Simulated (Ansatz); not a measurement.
Worked example: relaxation of cell and atoms of BaAlSiH (P3m1, 4 atoms in the cell) in Ansatz (a quantum-chemistry and plane-wave program).

Method: LDA (PW92), PAW files made with PBE (plane waves; Ansatz).

```yaml
crystal:
  lattice:
    - [4.30909, 0.00000, 0.00000]
    - [-2.15455, 3.73178, 0.00000]
    - [0.00000, 0.00000, 5.23203]
  atoms:
    - { symbol: Ba, position: [0.00000, 0.00000, 0.00044] }
    - { symbol: Al, position: [0.66667, 0.33333, 0.46525] }
    - { symbol: Si, position: [0.33333, 0.66667, 0.54231] }
    - { symbol: H, position: [0.66667, 0.33333, 0.13491] }
```

Reference input (self-consistent single point, DFT, LDA (PW92), plane waves, PAW files made with PBE): basis.ecutwfc = 30.9 Ry; kpoints.mp_grid.grid = 6 6 5; hamiltonian.xc = lda; hamiltonian.pseudopotentials = {kind: paw} (an earlier, softer set of the program's PAW files); scf.occupations.method = fixed. This run's input differs from it in these lines:

```diff
@@ -19,2 +19,4 @@
   occupations: { method: fixed }
+relax:
+  cell: {}
 output:
```

Output, abridged:

```
   [... SCF lines of the steps left out ...]
relax step   1: F+E_penalty+E_count = -6918.83794029 eV  Δ(F+E_penalty+E_count) = +0.000e0 eV  max|allowed force component| = 1.269e-1 eV/Å  Δτ_max = 0.0000 Å  P = -2.711 GPa  Ω = 84.134 Å³  (7 SCF iters, dr2 threshold 1.00e-7 eV, accepted)
relax step   2: F+E_penalty+E_count = -6918.86739467 eV  Δ(F+E_penalty+E_count) = -2.945e-2 eV  max|allowed force component| = 3.179e-1 eV/Å  Δτ_max = 0.0759 Å  P = +1.434 GPa  Ω = 77.451 Å³  energy of the carried Pulay correction = +1.430e-3 eV  (5 [...]
   [... lines left out ...]
relax step   6: F+E_penalty+E_count = -6918.89100287 eV  Δ(F+E_penalty+E_count) = -2.083e-4 eV  max|allowed force component| = 1.559e-3 eV/Å  Δτ_max = 0.0017 Å  P = -0.000 GPa  Ω = 79.041 Å³  energy of the carried Pulay correction = +1.079e-3 eV  (4 [...]
relax step   7: F+E_penalty+E_count = -6918.89012930 eV  Δ(F+E_penalty+E_count) = +8.736e-4 eV  max|allowed force component| = 1.640e-3 eV/Å  Δτ_max = 0.0000 Å  P = -0.008 GPa  Ω = 79.041 Å³  stress off target by 1.55e-2 GPa  SCF on the basis [...]
basis re-selected at this cell: Δ(F+E_penalty+E_count) = +8.736e-4 eV, ΔP = -0.008 GPa vs the last step
the relaxation is at rest under the 6 symmetry operations that the run kept from its start: a minimum is not shown …
Stability not checked: this state was not tested for a lower state beside it, because too few of the mixer's solves of this state at the end of the SCF gave a …
Free energy (F): -6918.890129 eV
Internal energy: -6918.890129 eV  (E = F + TS)
   [... lines left out ...]
Fermi energy:    7.332189 eV
  cell:  # Å, volume = 79.0413 Å³
   [... lines left out ...]
  atoms:
    - { symbol: Ba, position: [6.476300094654093e-17, -2.8137140317747346e-17, 0.00534268826458913] }
    - { symbol: Al, position: [0.6666666666666666, 0.33333333333333326, 0.47018763824664156] }
    - { symbol: Si, position: [0.33333333333333326, 0.6666666666666666, 0.5439269671703553] }
    - { symbol: H, position: [0.6666666666666666, 0.33333333333333326, 0.12345270631841371] }
```

The run converged. 

Summary of the result:
| Item | Result |
|---|---|
| Free energy E − TS (on the zero of these files) | -6918.8901 eV |
| Top of the valence band (on the code's own zero) | 7.33 eV |
| Gap on the k-point mesh | 0.76 eV |
| Pressure | -0.01 GPa |
| Largest force (vector length) | 0.002 eV/Å |
| Final cell | a = b = 4.269 Å, c = 5.008 Å, α = β = 90.00°, γ = 120.00° |
| Final volume per atom | 19.76 Å³ |
| Relaxation steps | 7 |

The starting cell comes from a database of computed structures (which also holds hypothetical and non-ambient phases and stackings), without a prior relaxation at this level. Its lattice was rescaled by a random factor within 2.5 % of one. The relaxation keeps the symmetry of its start, so its end need not be a minimum. Ansatz's pressure includes its estimate of the finite-basis (Pulay) stress.

Cost on one core of a shared machine: roughly 40 s.

Keys are those of Ansatz 0.2.
